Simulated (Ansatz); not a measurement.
The starting structures come from a database of crystals and need not be the phases stable at ambient conditions.

Inside the gap of an insulator the Bloch states are evanescent, with a wavenumber k + iκ along the transport direction.

Consider the following.

```xyz
10
Lattice="5.9429 0.0000 0.0000 -2.9715 5.1467 0.0000 2.9715 1.7156 4.8524" Properties=species:S:1:pos:R:3 pbc="T T T"
K      2.9715     1.7156     1.2131
K      2.9715     5.1467     3.6393
Na     0.0000     3.4311     2.4262
Ga     0.0000     0.0000     0.0000
F      4.3339     4.3601     1.1125
F      7.5519     2.5022     3.7399
F      5.9429     1.5732     1.1125
F      5.9429     5.2890     3.7399
F      1.6090     4.3601     1.1125
F      4.3339     2.5022     3.7399
```

Space group of this cell: Fm-3m. The cell is taken as given; by r2SCAN its mean pressure is -4.0 GPa.

Transport runs along the normal of the first two printed cell vectors, the (111) plane of the conventional cell.

The gap is the functional's own, uncorrected, and κ follows it; spin-orbit coupling is left out. Mid-gap values are interpolated between the computed energies.

**Question.** Estimate the band gap and the smallest decay constant κ at mid-gap that r2SCAN (Ansatz, an electronic-structure program) returns for this system.

**Answer.** Gap 6.83 eV on a 8×8×8 mesh; κ = 0.539 1/Å, at the zone centre.
